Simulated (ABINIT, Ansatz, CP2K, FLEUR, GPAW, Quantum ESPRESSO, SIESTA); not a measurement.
**SnO₂ (Pnnm, 6 atoms in the cell) computed with different codes at matched settings**

Self-consistent single point.

```xyz
6
Lattice="4.7914 0.0000 0.0000 0.0000 4.8700 0.0000 0.0000 0.0000 3.2432" Properties=species:S:1:pos:R:3 pbc="T T T"
Sn     2.3957     2.4350     1.6216
Sn     0.0000     0.0000     0.0000
O      1.3984     1.5635     0.0000
O      3.3930     3.3065     0.0000
O      3.7940     0.8715     1.6216
O      0.9973     3.9985     1.6216
```

Shared settings, as Ansatz (a program for electronic structure) writes them: kpoints.mp_grid.grid = 5 5 7; scf.occupations.method = fixed. Potentials and cutoffs stand in the table.

```tsv
code	model	pressure (GPa)	largest force (eV/Å)	gap on the mesh (eV)	cutoff
SIESTA	LDA PW92, numerical atomic orbitals DZP, PseudoDojo LDA standard norm-conserving potentials (rewritten from UPF to PSML)	-7.25	0.193	0.504	grid 350 Ry
Quantum ESPRESSO	LDA (PZ), GBRV 1.5 ultrasoft (LDA) pseudopotentials	-10.92	0.165	0.676	40 Ry
GPAW	LDA (Perdew-Wang 92), GPAW PAW datasets LDA (gpaw-data 1.0.1)	–	0.206	0.685	950 eV
Ansatz	LDA (PW92), default PAW files made with PBE	-12.62	0.176	0.665	default
FLEUR	LDA (Perdew-Zunger), all-electron FLAPW (FLEUR), scalar-relativistic valence	–	–	0.639	Kmax 4.5 1/bohr
ABINIT	LDA (PW92), norm-conserving pseudopotentials (PseudoDojo nc-sr-04 LDA standard)	-11.11	0.179	0.655	42 Ha
CP2K	LDA (Pade form), GPW, DZVP-MOLOPT-SR-GTH basis, GTH-PADE potentials (GTH_POTENTIALS)	-12.49	0.290	0.539	grid 450 Ry
```

A dash marks a value that a program does not give, or that is left out as unsure.

Gaps are read on the mesh.

The spread over the programs that give each value: pressure within 5.37 GPa; largest force within 0.125 eV/Å; gap on the mesh within 0.181 eV.

SIESTA and CP2K use small atom-centred bases, whose incompleteness enters pressures, forces and empty levels differently from a plane-wave cutoff. FLEUR treats all electrons, but the usual bases taken here (sphere radii, linearisation, local orbitals, empty states) were not tested for convergence, so the values are no reference for the others. Ansatz's pressure is given at a fixed set of plane waves, as the other plane-wave codes print theirs; with its correction for the finite basis it is -11.55 GPa (the shift of 1.07 GPa shows how far the cutoff is from converged). The pressure of GPAW is left out: its cutoff lies under the one at which its stress was checked. The same LDA comes in different parametrisations, which differ slightly. In the pressure, SIESTA (by 3.86), Ansatz (by 1.51) and CP2K (by 1.39) lie more than 1 GPa from the median of the plane-wave programs. In the gap, SIESTA (by 0.167) and CP2K (by 0.131) lie more than 0.12 eV from the median of the plane-wave programs. In the force vectors, SIESTA (by 0.085) and CP2K (by 0.127) lie more than 0.08 eV/Å from the median of the plane-wave programs.

The starting cell comes from a database of computed structures (which also holds hypothetical and non-ambient phases and stackings), without a prior relaxation at this level. Its lattice was rescaled by a random factor within 2.5 % of one.

Keys are those of Ansatz 0.2.
